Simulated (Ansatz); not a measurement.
SiC (model structure, started from the NiAs type, P6₃/mmc, No. 194, 4 atoms in the cell)

Level of theory: r²SCAN+rVV10 in Ansatz (plane waves, PAW).

Settings: plane-wave cutoff 560 eV, 18×18×12 k mesh (along the axes of the cell as run), Fermi–Dirac smearing 0.05 eV, scalar-relativistic PAW data made under PBE.

Cell (relaxed at this level):

CSi is taken in the hexagonal space group P6₃/mmc (No. 194), the NiAs type structure, Pearson symbol hP4. Conventional cell: a = b = 2.853 Å, c = 4.698 Å, α = β = 90.00°, γ = 120.00°. Si on 2a is coordinated by 6 C at 2.023 Å and 2 Si at 2.349 Å and 6 Si at 2.853 Å. C on 2c has 6 Si at 2.023 Å (trigonal prismatic). (Neighbours: up to the widest gap in distance over summed covalent radii, below 1.35, at either atom.)

band gap: zero (no gap)

Note: the relaxation could raise the start's symmetry but not lower it, so the cell can be a saddle point.

The computed numbers hold no vibrational or temperature effects.

Computing time: about 2.8 core-minutes (a rough figure).

A model structure was made by putting elements into a prototype or built by hand; it is no filed structure, need not be a known phase, and can be a saddle point held by its symmetry.

Ansatz is a quantum-chemistry and plane-wave program.
